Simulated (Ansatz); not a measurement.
# Pressure series in Ca3GeO

Start from Ca3GeO (space group Imma, No. 74; a = 6.600 Å, b = 9.334 Å, c = 6.623 Å; a cell from a computed database, its experimental status unchecked).

Cell and atoms are relaxed at each pressure.

Method: PBEsol (Ansatz, a program for electronic structure; PAW; 420 eV plane waves; no spin-orbit coupling).

```
P (GPa)  V (Å³/atom)
-------  -----------
0.29          20.302
0.69          20.178
1.48          19.939
3.00          19.524
5.00          19.037
7.50          18.505
10.00         18.039
```

A third-order Birch–Murnaghan fit to these points gives V₀ = 20.40 Å³/atom, B₀ = 62 GPa and B₀′ = 4.3. At pressure 10 GPa the volume is 88.4 % of V₀.

A case with no gap was solved on a k-mesh chosen for an insulator, which is coarse for it. Load acts through the strain it causes; cell and atoms are relaxed under it. Stability against distortions was not tested. Competing high-pressure phases were not computed. All final runs are without spin polarisation.
